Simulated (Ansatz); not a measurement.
Consider InSb in the zinc blende structure (space group F-43m, No. 216; a = 6.556 Å).

All numbers come from r2SCAN (Ansatz, a program for electronic structure; PAW; 500 eV plane waves; scalar-relativistic without spin-orbit coupling).

For the base:

The band gap comes out as zero and the pressure is 0.0 GPa.

Modification: every lattice vector is stretched by 2.50 %, atoms relaxed at fixed cell.

**Question.** Estimate the effect on the energy relative to the base.

**Answer.** The energy grows by 24 meV/atom.

**Question.** Predict the new band gap.

**Answer.** The band gap remains zero.

**Question.** Estimate the effect on the pressure.

**Answer.** The pressure goes from zero to -2.7 GPa.

Spin-orbit coupling, missing from the scalar runs, can matter with Sb. The cells carry an imposed strain or load. Whether these cells are dynamically stable was not tested. All final runs are without spin polarisation. Gaps under 0.05 eV, about the width of the smearing, are given as zero. A zero or small gap of InSb can be the functional's error rather than a property of the material.
